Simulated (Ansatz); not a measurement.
Base system: Be in the hcp (Mg type) structure (space group P6_3/mmc, No. 194; relaxed with 0.1 eV smearing).

```yaml
crystal:
  lattice:
    - [2.26169, 0.00000, 0.00000]
    - [-1.13084, 1.95868, 0.00000]
    - [0.00000, 0.00000, 3.56916]
  atoms:
    - { symbol: Be, position: [0.33333, 0.66667, 0.75000] }
    - { symbol: Be, position: [0.66667, 0.33333, 0.25000] }
```

Cartesian axes are those of the cell as printed.

All numbers come from r2SCAN in Ansatz (plane waves to 500 eV, PAW, without spin-orbit coupling).

Strains are applied to the cell and any free atomic positions relax.

One change was made to it. Results:

```csv
quantity,base,after
"pressure (mean of the normal stresses, compression positive)",0.0 GPa,26.1 GPa
energy relative to the base (free energy F),0 meV/atom,+85 meV/atom
```

Question: Which change produced these results?
A. uniaxial strain ε_zz = −0.83 %
B. isotropic strain +2.77 %
C. isotropic strain −5.21 %

Answer: C, isotropic strain −5.21 %. For comparison, the energy relative to the base in the other runs: isotropic strain +2.77 % gives +20 meV/atom; uniaxial strain ε_zz = −0.83 % gives +0.7 meV/atom.

No phonon test of stability was made.

Ansatz is a quantum-chemistry and plane-wave program.
